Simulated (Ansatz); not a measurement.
The starting structures come from a database of crystals and need not be the phases stable at ambient conditions.

Inside the gap of an insulator the Bloch states are evanescent, with a wavenumber k + iκ along the transport direction.

Data:

```
TlF3
1.0
    5.93319     0.00000     0.00000
    0.00000     7.00646     0.00000
    0.00000     0.00000     4.80009
Tl F
4 12
Direct
  0.37020   0.25000   0.95978
  0.62980   0.75000   0.04022
  0.12980   0.75000   0.45978
  0.87020   0.25000   0.54022
  0.83641   0.56675   0.34244
  0.16359   0.43325   0.65756
  0.66359   0.43325   0.84244
  0.33641   0.56675   0.15756
  0.33641   0.93325   0.15756
  0.66359   0.06675   0.84244
  0.16359   0.06675   0.65756
  0.83641   0.93325   0.34244
  0.46626   0.75000   0.62789
  0.53374   0.25000   0.37211
  0.03374   0.25000   0.12789
  0.96626   0.75000   0.87211
```

Space group of this cell: Pnma. The cell is taken as given.

Transport runs along the normal of the first two printed cell vectors.

The gap is the functional's own, uncorrected, and κ follows it; spin-orbit coupling is left out. Mid-gap values are interpolated between the computed energies.

Q: Predict the band gap and the smallest decay constant κ at mid-gap from r2SCAN in Ansatz (an electronic-structure program).

A: Gap 1.92 eV on a 6×4×6 mesh; κ = 0.230 1/Å, at the zone centre.
